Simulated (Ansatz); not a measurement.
System: C vacancy in hexagonal WC (neutral cell). Level of theory: PBE, PAW (plane waves to 420 eV; Ansatz, an electronic-structure program).

Settings: 54 host sites, the relaxed PBE lattice, a 3×3×3 k-point mesh shifted by half a step along c, smearing 0.10 eV, spin-restricted, no image-charge correction. Static, classical nuclei. Spin-orbit coupling is left out. Forms of the defect that were not tried may lie lower.

Barriers: single points on a 4×4×4 k-point mesh shifted by half a step along c at the bands' geometries.

Relaxed starting cell (atoms counted from 1):

```xyz
53
Lattice="8.7662 0.0000 0.0000 -4.3831 7.5917 0.0000 0.0000 0.0000 8.5402" Properties=species:S:1:pos:R:3 pbc="T T T"
W     -0.0049    -0.0062    -0.0137
W     -0.0050    -0.0063     2.8767
W     -0.0049     0.0049     5.7016
W     -1.4712     2.5335    -0.0137
W     -1.4710     2.5333     2.8768
W     -1.4614     2.5279     5.7016
W     -2.9265     5.0612     0.0112
W     -2.9264     5.0613     2.8521
W     -2.9280     5.0602     5.7017
W      2.9108     0.0035     0.0096
W      2.9107     0.0035     2.8535
W      2.9161     0.0005     5.7017
W      1.4615     2.5336    -0.0138
W      1.4612     2.5334     2.8765
W      1.4518     2.5278     5.7016
W     -0.0049     5.0537     0.0096
W     -0.0049     5.0536     2.8536
W     -0.0048     5.0598     5.7017
W      5.8456     0.0035     0.0096
W      5.8456     0.0035     2.8536
W      5.8403     0.0005     5.7017
W      4.3783     2.5299     0.0113
W      4.3782     2.5299     2.8521
W      4.3782     2.5317     5.7018
W      2.9168     5.0613     0.0112
W      2.9168     5.0612     2.8521
W      2.9185     5.0602     5.7017
C     -0.0049     1.6868     4.2642
C     -0.0048     1.6870     7.1392
C     -1.4611     4.1961     1.4316
C     -1.4713     4.2150     4.2760
C     -1.4712     4.2149     7.1273
C     -2.9432     6.7625     1.4315
C     -2.9318     6.7447     4.2760
C     -2.9318     6.7447     7.1274
C      2.8965     1.6937     1.4316
C      2.9175     1.6928     4.2759
C      2.9178     1.6928     7.1273
C      1.4517     4.1962     1.4315
C      1.4615     4.2149     4.2760
C      1.4615     4.2150     7.1274
C     -0.0048     6.7481     1.4316
C     -0.0049     6.7481     4.2777
C     -0.0049     6.7481     7.1256
C      5.8602     1.6937     1.4317
C      5.8387     1.6927     4.2760
C      5.8387     1.6928     7.1274
C      4.3783     4.2174     1.4317
C      4.3782     4.2175     4.2784
C      4.3782     4.2174     7.1249
C      2.9333     6.7626     1.4316
C      2.9220     6.7446     4.2760
C      2.9220     6.7447     7.1274
```

End state 1 differs by these moves (Å; atoms that move under 0.08 Å are left out):

```json
[
 {"atom": "30", "element": "C", "Δx": "1.44", "Δy": "-2.49", "Δz": "0.00"}
]
```

Q: What forward and backward barriers to end state 1 does PBE, PAW give?

A: forward 3.29 eV, backward 3.29 eV; at the saddle point atom 30 has neighbours C at 1.99; 2 W at 2.08, 2 W at 2.20, 2 W at 2.40 Å. The saddle point's order was not checked, and it lies on a symmetry element of the cell, where a band can be held.

End state 2 differs by these moves (Å; atoms that move under 0.08 Å are left out):

| atom | element | Δx | Δy | Δz |
|---|---|---|---|---|
| 28 | C | 0.00 | 0.00 | -2.82 |

Q: What forward and backward barriers to end state 2 does PBE, PAW give?

A: forward 5.91 eV, backward 5.91 eV; at the saddle point atom 28 has neighbours 3 W at 1.89 Å. The saddle point's order was not checked, and it lies on a symmetry element of the cell, where a band can be held.

End state 3 differs by these moves (Å; atoms that move under 0.08 Å are left out):

| atom | element | Δx | Δy | Δz |
|---|---|---|---|---|
| 31 | C | 1.46 | -2.53 | -2.84 |

Q: Predict the forward and backward barriers to end state 3 from PBE, PAW.

A: forward 8.07 eV, backward 8.07 eV; at the saddle point atom 31 has neighbours C at 2.22, C at 2.23, 2 C at 2.26; W at 1.86, 2 W at 1.89 Å. The saddle point's order was not checked, and it lies on a symmetry element of the cell, where a band can be held.
